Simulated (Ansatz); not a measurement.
**SnO under a change: biaxial strain +1.64 %, plane normal [001], relaxed out of plane**

Consider SnO in the litharge type structure (space group P4/nmm, No. 129; a = 3.837 Å, c = 4.759 Å; layered, stacked along the Cartesian z axis). Axes: x, y, z lie along a, b, c of the conventional cell.

It is then changed as follows: biaxial strain +1.64 %, plane normal [001], relaxed out of plane (Cartesian); in-plane vectors clamped, the third vector and the atoms free.

All numbers come from Kohn–Sham DFT with the PBE-D3(BJ) functional, run in Ansatz (an electronic-structure program) with PAW and 420 eV plane waves, no SOC. Settings: 12×12×10 k-points, 0.05 eV Fermi–Dirac smearing.

```csv
quantity,base,changed,shift
volume per atom,17.52 Å³,17.89 Å³,+0.37 Å³
space group,P4/nmm (No. 129),P4/nmm (No. 129),–
"pressure (mean of the normal stresses, compression positive)",0.0 GPa,-1.7 GPa,-1.7 GPa
band gap,zero,0.25 eV,–
gap character,absent,"indirect, k = (0.083, 0.083, 0) in the run's primitive reciprocal basis → M",–
out-of-plane strain (rough),–,-1.16 %,–
```

Final structure (turned so that z lies along the plane normal):

```
CELL_PARAMETERS angstrom
      3.90002     0.00000     0.00000
      0.00000     3.90002     0.00000
      0.00000     0.00000     4.70347
ATOMIC_POSITIONS crystal
  Sn 0.50000 0.00000 0.24163
  Sn 0.00000 0.50000 0.75837
  O  0.00000 0.00000 0.00000
  O  0.50000 0.50000 0.00000
```

Without a gap, meshes like the base's 12×12×10 leave anisotropic stresses uncertain by several tenths of a GPa, and small strain energies with them. No phonon test of stability was made. All final runs are without spin polarisation. A zero or small gap of SnO can be the functional's error rather than a property of the material.
